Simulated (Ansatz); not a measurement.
**Effect of Cr vacancy, symmetric start on CrI3**

Start from an 8-atom supercell of CrI₃ in the BiI3 type structure (space group R-3, No. 148; a = 6.818 Å, c = 19.476 Å (hexagonal axes); ferromagnetic; layered, stacked along the Cartesian z axis) at its relaxed geometry.

One thing is altered: one Cr atom is removed, atoms relaxed at fixed cell.

Level of theory: plane-wave PAW DFT at the PBE-D3(BJ) level (Ansatz, a program for electronic structure, 420 eV), without spin-orbit coupling, earlier PAW set. k-mesh 5×5×5 (Γ-centred); smearing 0.01 eV (Fermi–Dirac).

| quantity | base | changed | shift |
|---|---|---|---|
| pressure | 0.0 GPa | -2.0 GPa | -1.95 GPa |
| energy gained by relaxation | – | 0.05 eV | – |
| mean distance from the defect site to its nearest host atoms | 271 pm | 279 pm | +8 pm |

Final structure:

```xyz
7
Lattice="6.8178 0.0000 0.0000 -3.4089 5.9044 0.0000 0.0000 -3.9363 6.4919" Properties=species:S:1:pos:R:3 pbc="T T T"
Cr     3.4089    -1.9681     6.4906
I     -2.2954     3.8598     1.5490
I      1.2139     1.9867     1.5490
I      4.4904     0.0579     1.5490
I      5.6033    -1.9962     4.9400
I      2.3360    -0.0537     4.9400
I     -1.1215     2.0499     4.9400
```

The magnetic state is the one reached from the starting moments; the real material's order can differ, and small cells can't hold many antiferromagnetic ones. In so small a cell the defect repeats every few ångströms: this is an ordered compound, not a dilute defect. A case with no gap was solved on a k-mesh chosen for an insulator, which is coarse for it. The defect started on the symmetric site and kept its symmetry, so it may sit on a saddle. The defect cell is spin-polarised and ends with 0.7 μB, a fractional moment that hangs on the mesh and smearing.
